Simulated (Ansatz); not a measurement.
Au on the 1x1 (111) surface of fcc Ni, ferromagnetic, one in a 2x2 cell, started at the site 'bridge Ni-Ni (span 2.5 Å)'

Calculation: PBE (plane waves to 420 eV, PAW; Ansatz, a program for electronic structure).

Slab: 17 atoms, 6.0 Å thick at the start under the adsorbate (thin: gaps and levels are the slab's own); k 7x7x1, smearing 0.1 eV, dipole-corrected; 8 atoms held, the rest relaxed; held to the start's symmetry, so lower structures may exist; spin-polarised, no spin-orbit, no U, no dispersion correction. At the end it is bonded to 3 Ni. In PBE it is, or lies within 0.03 eV of, the lowest of the starts that converged.

```
Item                                                                                                                                             Result
--------------------------------------------------------------------------------------  ---------------------------------------------------------------
adsorption energy against an atom of fcc Au                                                                                                     156 meV
work function of the top face                                                                                                                   4.42 eV
change of the work function                                                                                                                    -0.66 eV
change of the step from the bottom to the top vacuum level, against the clean slab                                                             -0.66 eV
energy released by relaxation                                                                                                                   0.31 eV
height of the binding atom over the mean of the host atoms within 0.3 Å of the top one                                                          2.069 Å
magnetic moment of the cell                                                                                                                    10.66 μB
nearest host atoms of the binding atom                                                                         Ni at 2.53 Å, Ni at 2.53 Å, Ni at 2.54 Å
largest move of a host atom                                                                                                                      0.03 Å
note                                                                                    in the relaxation the adsorbate left its starting site by 0.7 Å
cost                                                                                                                     around 50 core-minutes (rough)
```

A negative adsorption energy means that the adsorbate is more stable on the surface than in its reference.
